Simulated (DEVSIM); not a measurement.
Device: abrupt Si p-n junction, at 300 K.

Layer 1 from the left is Si, thickness (μm) 23.0, Na (cm⁻³) 1.4e18, τn (s) 9.2e-6, τp (s) 9.2e-6. Layer 2 from the left is Si, thickness (μm) 3.60, Nd (cm⁻³) 1.3e15, τn (s) 9.2e-6, τp (s) 9.2e-6.

Left contact: ohmic. Right contact: ohmic. Voltage is applied to the left contact. Recombination: SRH at mid-gap, radiative. Mobility is μmin + (μ − μmin)/(1 + (N/Nref)^α).

This is a model device: material constants are rounded textbook-type values typed into the input, and sizes, dopings and lifetimes were drawn at random. Values at 300 K.

Si: gap (eV) 1.124, affinity (eV) 4.05, permittivity 11.7, Nc (cm⁻³) 2.86e19, Nv (cm⁻³) 3.1e19, μn (cm²/Vs) 1417, μp (cm²/Vs) 470, μn,min 52, μp,min 45, Nref,n 9.7e16, Nref,p 2.2e17, αn 0.68, αp 0.72, B (cm³/s) 4.7e-15.

Model (solved in DEVSIM): 1D drift-diffusion, Boltzmann statistics, complete ionisation; no tunnelling, impact ionisation, image-force lowering or self-heating.

Dark forward current:

| |V| (V) | |J| (A/cm²) |
|---|---|
| 0.05 | 4.995e-9 |
| 0.10 | 3.314e-8 |
| 0.15 | 2.107e-7 |
| 0.20 | 1.383e-6 |
| 0.25 | 9.271e-6 |
| 0.30 | 6.274e-5 |
| 0.35 | 0.0004261 |
| 0.40 | 0.002894 |
| 0.45 | 0.01961 |
| 0.50 | 0.1315 |
| 0.55 | 0.8423 |
| 0.60 | 4.608 |
| 0.65 | 19.11 |
| 0.70 | 60.98 |
| 0.75 | 157.6 |
| 0.80 | 337.6 |
| 0.85 | 611.4 |
| 0.90 | 970.0 |
| 0.95 | 1399 |
| 1.00 | 1888 |
| 1.05 | 2435 |

### Question
Work out the local ideality factor n = ΔV / (kT/q · ln(J2/J1)) between the rows 0.15 and 0.20 V, 0.35 and 0.40 V, 1.00 and 1.05 V.

### Answer
kT/q = 25.85 mV. From 0.15 to 0.20 V: ln(1.383e-6/2.107e-7) = 1.882, n = 1.03, near the 1 of diffusion or emission over a barrier. From 0.35 to 0.40 V: ln(0.002894/0.0004261) = 1.916, n = 1.01, near the 1 of diffusion or emission over a barrier. From 1.00 to 1.05 V: ln(2435/1888) = 0.254, n = 7.60.

### Question
Estimate the current at 0.35 V from the Shockley equation with J0 = Σ q ni² D/(N L) coth(W/L), τ joining the SRH, radiative and Auger lifetimes that are on, and W taken as the whole layer.

### Answer
ni² = 1.16e20 cm⁻⁶; electrons in the p layer: μ = 243 cm²/Vs, D = 6.28 cm²/s, τ = 8.67e-6 s, L = 73.8 μm, W/L = 0.31, term 3.74e-14 A/cm²; holes in the n layer: μ = 460 cm²/Vs, D = 11.9 cm²/s, τ = 9.20e-6 s, L = 105 μm, W/L = 0.034, term 4.71e-10 A/cm². J0 = 4.72e-10 A/cm², and J = J0 exp(qV/kT) = 0.000358 A/cm². The simulation gives 0.000426 A/cm²; the estimate lies 16 % below. The estimate leaves out recombination in the depletion region and that region's share of W.
